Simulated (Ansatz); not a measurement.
Mg (model structure, Pm-3n, No. 223, 8 atoms in the cell), treated with PBEsol (PAW; Ansatz, a program for electronic structure).

Settings: plane-wave cutoff 520 eV, 10×10×10 k mesh, Fermi–Dirac smearing 0.05 eV, scalar-relativistic PAW data made under PBE.

Cell (relaxed at this level):

```cif
data_Mg8
_chemical_formula_sum 'Mg8'
_space_group_name_H-M_alt 'P 1'
_space_group_IT_number 1
_cell_length_a 5.68864
_cell_length_b 5.68864
_cell_length_c 5.68864
_cell_angle_alpha 90.000
_cell_angle_beta 90.000
_cell_angle_gamma 90.000
loop_
_space_group_symop_operation_xyz
  'x, y, z'
loop_
_atom_site_label
_atom_site_type_symbol
_atom_site_fract_x
_atom_site_fract_y
_atom_site_fract_z
_atom_site_occupancy
Mg1 Mg 0.00000 0.00000 0.00000 1
Mg2 Mg 0.50000 0.50000 0.50000 1
Mg3 Mg 0.25000 0.00000 0.50000 1
Mg4 Mg 0.75000 0.00000 0.50000 1
Mg5 Mg 0.50000 0.25000 0.00000 1
Mg6 Mg 0.50000 0.75000 0.00000 1
Mg7 Mg 0.00000 0.50000 0.25000 1
Mg8 Mg 0.00000 0.50000 0.75000 1
```

**Question.** Predict the bulk modulus B0.

**Answer.** 
- bulk modulus B0 = 35.4 GPa

The run finds no gap.

Note: the bulk modulus is −V dP/dV from two relaxed cells at ±2 % in volume; the relaxation could raise the start's symmetry but not lower it, so the cell can be a saddle point.

The computed numbers hold no vibrational or temperature effects.

Computing time: very roughly 2.2 core-minutes.

A model structure was made by putting elements into a prototype or built by hand; it is no filed structure, need not be a known phase, and can be a saddle point held by its symmetry.
